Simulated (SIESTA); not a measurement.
SIESTA run on SrZnIn₃ (I4mm, 5 atoms in the cell): self-consistent single point.

Computed with GGA PBEsol, numerical atomic orbitals DZP, PseudoDojo PBEsol standard norm-conserving potentials (rewritten from UPF to PSML) (SIESTA 5.4.2).

```yaml
crystal:
  lattice:
    - [-2.33755, 2.33755, 6.12101]
    - [2.33755, -2.33755, 6.12101]
    - [2.33755, 2.33755, -6.12101]
  atoms:
    - { symbol: Sr, position: [0.00478, 0.00478, 0.00000] }
    - { symbol: Zn, position: [0.61397, 0.61397, 0.00000] }
    - { symbol: In, position: [0.74198, 0.24198, 0.50000] }
    - { symbol: In, position: [0.24198, 0.74198, 0.50000] }
    - { symbol: In, position: [0.39730, 0.39730, 0.00000] }
```

Reference input (self-consistent single point, DFT, LDA PW92, numerical atomic orbitals DZP, PseudoDojo LDA standard norm-conserving potentials (rewritten from UPF to PSML)): XC.functional = LDA; XC.authors = PW92; potentials = PseudoDojo LDA standard; PAO.BasisSize = DZP; PAO.EnergyShift = 0.01 Ry; MeshCutoff = 350 Ry; kgrid.MonkhorstPack = 5 5 5; OccupationFunction = FD; ElectronicTemperature = 100 meV; MaxSCFIterations = 150; SCF.Mixer.Method = Broyden; SCF.Mixer.Weight = 0.2. This run's input differs from it in these lines:

```diff
@@ -1,2 +1,2 @@
-# files in the folder: Sr.psml Zn.psml In.psml (PseudoDojo LDA standard)
+# files in the folder: Sr.psml Zn.psml In.psml (PseudoDojo PBEsol standard)
 SystemName  SrZnIn3
@@ -26,4 +26,4 @@
 
-XC.functional                LDA
-XC.authors                   PW92
+XC.functional                GGA
+XC.authors                   PBEsol
 PAO.BasisSize                DZP
```

Log, with long lists cut:

```
        iscf     Eharris(eV)        E_KS(eV)     FreeEng(eV)     dDmax    Ef(eV) dHmax(eV)
   scf:    1   -11525.665499   -11860.245126   -11860.428599  1.946200 -1.488716 96.328468
   scf:    2   -11997.179518   -12016.609586   -12016.646894  1.306503 -3.096560 17.683466
   scf:    3   -12024.863330   -12021.289439   -12021.335247  0.112392 -3.098166  9.746348
   scf:    4   -12023.760851   -12022.823352   -12022.871261  0.114721 -3.108691  2.961717
   scf:    5   -12023.019742   -12022.999421   -12023.048617  0.092441 -3.108740  1.310065
   [... 7 lines left out ...]
   scf:   13   -12023.018565   -12023.018565   -12023.067868  0.000026 -3.118486  0.000569
   scf:   14   -12023.018565   -12023.018565   -12023.067868  0.000015 -3.118537  0.000419
   scf:   15   -12023.018565   -12023.018565   -12023.067868  0.000011 -3.118570  0.000296
   scf:   16   -12023.018565   -12023.018565   -12023.067868  0.000008 -3.118595  0.000208
SCF Convergence by DM+H criterion
max |DM_out - DM_in|         :     0.0000078744
max |H_out - H_in|      (eV) :     0.0002077749
SCF cycle converged after 16 iterations

Using DM_out to compute the final energy and forces

siesta: E_KS(eV) =           -12023.0186

siesta: E_KS - E_eggbox =    -12023.0186

siesta: Atomic forces (eV/Ang):
     1   -0.000086   -0.000086   -0.102368
     2   -0.001545   -0.001545    0.156451
     3    0.000346   -0.000097   -0.035709
     4   -0.000097    0.000346   -0.035709
     5   -0.000053   -0.000053    0.016576
   Tot   -0.001434   -0.001434   -0.000759
   Max    0.156451
   Res    0.050191    sqrt( Sum f_i^2 / 3N )
   Max    0.156451    constrained

Stress tensor Voigt[x,y,z,yz,xz,xy] (kbar):        7.16        7.16       19.39        0.33        0.33       -0.02
   [... lines left out ...]
siesta: FreeEng =    -12023.067868
   [... lines left out ...]
siesta:     0.004468   -0.000012    0.000205
siesta:    -0.000012    0.004468    0.000205
siesta:     0.000205    0.000205    0.012103

siesta: Cell volume =        133.784658 Ang**3

siesta: Pressure (static):
siesta:                Solid            Molecule  Units
siesta:          -0.00007638         -0.00010467  Ry/Bohr**3
siesta:          -0.00701284         -0.00961072  eV/Ang**3
siesta:         -11.23581125        -15.39806470  kBar
```

The run converged in 16 iterations. Against the reference run the pressure goes from -3.15 to -1.12 GPa and the largest force goes from 0.206 to 0.156 eV/Å.

The starting cell comes from a database of computed structures (which also holds hypothetical and non-ambient phases and stackings), without a prior relaxation at this level. Its lattice was rescaled by a random factor within 2.5 % of one. Values carry the incompleteness of an atom-centred basis.

Cost on one core of a shared machine: roughly 2 min.
